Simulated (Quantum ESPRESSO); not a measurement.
## Several settings converged on VRe (Cmm2, 2 atoms in the cell)

```
CELL_PARAMETERS angstrom
      1.50727    -2.17574     0.00000
      1.50727     2.17574     0.00000
      0.00000     0.00000     4.20942
ATOMIC_POSITIONS crystal
  V  0.50000 0.50000 0.51188
  Re 0.00000 0.00000 0.00000
```

Base method: LDA (PZ), GBRV 1.5 ultrasoft (LDA) pseudopotentials (plane waves; Quantum ESPRESSO).

Base settings: ecutwfc = 50 Ry; ecutrho = 400 Ry; occupations = smearing; smearing = fermi-dirac; degauss = 0.0073499 Ry; potentials = {V: v_lda_v1.4.uspp.F.UPF, Re: re_lda_v1.2.uspp.F.UPF}; K_POINTS = automatic 6 6 4 0 0 0; conv_thr = 1e-10 Ry.

The count of work is k-points × plane waves × bands × iterations; it is no time. Core times come from one kind of shared machine, to one figure; runs under 30 s give none.

**Shifted k-point meshes**

Only quantities that move along the ladder and can be compared are tabulated.

```csv
K_POINTS,free energy less the last step's (meV/atom),pressure (GPa),largest difference of a force vector from the last step's (eV/Å),count of work / last
automatic 2 2 2 1 1 1,673.56,6.14,0.432,0.0035
automatic 4 4 2 1 1 1,-55.38,-8.21,0.016,0.0092
automatic 5 5 3 1 1 1,22.89,-6.41,0.077,0.028
automatic 7 7 4 1 1 1,-5.81,-7.46,0.012,0.057
automatic 9 9 6 1 1 1,7.70,-7.23,0.006,0.12
automatic 19 19 11 1 1 1,0.00,-7.39,0.000,1.0
```

Coarsest K_POINTS that holds the pressure within 0.5 GPa of the last step, with all finer ones: automatic 7 7 4 1 1 1, at 0.057 of the last step's count of work; the step before is off by 0.98 GPa.

Coarsest K_POINTS that holds the free energy within 5 meV/atom: not settled: the last two steps still differ by 7.7 meV/atom, over half the tolerance, so the ladder does not show it.

**The k-point mesh at a smearing width of 0.3 eV**

In this ladder: degauss = 0.02205 Ry.

Only quantities that move along the ladder and can be compared are tabulated.

```csv
K_POINTS,free energy less the last step's (meV/atom),pressure (GPa),largest difference of a force vector from the last step's (eV/Å),count of work / last,core time / last (rough)
automatic 5 5 3 0 0 0,-15.72,-6.29,0.011,0.034,0.1
automatic 7 7 4 0 0 0,6.49,-5.83,0.004,0.092,0.2
automatic 10 10 6 0 0 0,1.42,-5.97,0.002,0.26,0.3
automatic 14 14 9 0 0 0,0.23,-6.03,0.000,0.54,0.5
automatic 17 17 10 0 0 0,0.00,-6.05,0.000,1.0,1
```

Coarsest K_POINTS that holds the pressure within 0.1 GPa of the last step, with all finer ones: automatic 10 10 6 0 0 0, at 0.26 of the last step's count of work and about 0.3 of the last step's time; the step before is off by 0.22 GPa.

Coarsest K_POINTS that holds the free energy within 1 meV/atom of the last step, with all finer ones: automatic 14 14 9 0 0 0; the step before is off by 1.4 meV/atom.

Coarsest K_POINTS that holds the forces within 0.01 eV/Å of the last step, with all finer ones: automatic 7 7 4 0 0 0, at 0.092 of the last step's count of work and about 0.2 of the last step's time; the step before is off by 0.011 eV/Å.

**The mesh under tetrahedron occupations**

In this ladder: occupations = tetrahedra_opt; smearing = default; degauss = default.

Only quantities that move along the ladder and can be compared are tabulated.

| K_POINTS | free energy less the last step's (meV/atom) | pressure (GPa) | largest difference of a force vector from the last step's (eV/Å) | count of work / last | core time / last (rough) |
|---|---|---|---|---|---|
| automatic 6 6 3 0 0 0 | 60.25 | -6.04 | 0.046 | 0.019 | 0.08 |
| automatic 7 7 4 0 0 0 | 44.49 | -6.28 | 0.047 | 0.036 | 0.08 |
| automatic 8 8 5 0 0 0 | 20.87 | -6.94 | 0.019 | 0.046 | 0.1 |
| automatic 13 13 8 0 0 0 | 7.27 | -7.30 | 0.007 | 0.18 | 0.3 |
| automatic 16 16 10 0 0 0 | 2.96 | -7.41 | 0.000 | 0.33 | 0.5 |
| automatic 25 25 15 0 0 0 | 0.00 | -7.48 | 0.000 | 1.0 | 1 |

Coarsest K_POINTS that holds the free energy within 5 meV/atom: not settled: the last two steps still differ by 3.0 meV/atom, over half the tolerance, so the ladder does not show it.

Coarsest K_POINTS that holds the pressure within 0.5 GPa of the last step, with all finer ones: automatic 13 13 8 0 0 0, at 0.18 of the last step's count of work and about 0.3 of the last step's time; the step before is off by 0.54 GPa.

Coarsest K_POINTS that holds the forces within 0.01 eV/Å of the last step, with all finer ones: automatic 13 13 8 0 0 0, at 0.18 of the last step's count of work and about 0.3 of the last step's time; the step before is off by 0.019 eV/Å.

On the base run: the starting cell comes from a database of computed structures (which also holds hypothetical and non-ambient phases and stackings), without a prior relaxation at this level. Its lattice was rescaled by up to half a per cent. One atom was moved a little off its site on purpose. Spin polarisation is off. In the base run, with a pressure of about -8 GPa the cell is away from its equilibrium volume at this level. Without a gap this mesh is coarse (it stands for a supercell whose shortest vector is 16 Å).
